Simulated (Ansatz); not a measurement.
We consider AlB2-type HfB2, described by PBE-D3(BJ) (plane waves, PAW; Ansatz, an electronic-structure program).

Run with plane-wave cutoff 520 eV, 18×18×12 k mesh (along the axes of the cell as run), Fermi–Dirac smearing 0.1 eV, perturbation theory, scalar-relativistic PAW data made under PBE.

Computed at the level's own relaxed cell.

Harmonic phonon frequencies (cm⁻¹; i marks an imaginary mode):

```tsv
q point	frequencies
Γ	0 0 0 451 451 484 552 826 826
M	169 176 217 527 550 552 748 751 760
K	185 197 197 558 558 650 687 687 801
A	155 155 184 427 427 522 640 831 831
L	172 187 196 527 569 619 715 752 780
H	179 190 190 595 595 642 687 687 788
```

No imaginary mode appears at these points.

Note: the dispersion coefficients are held fixed in the derivatives.
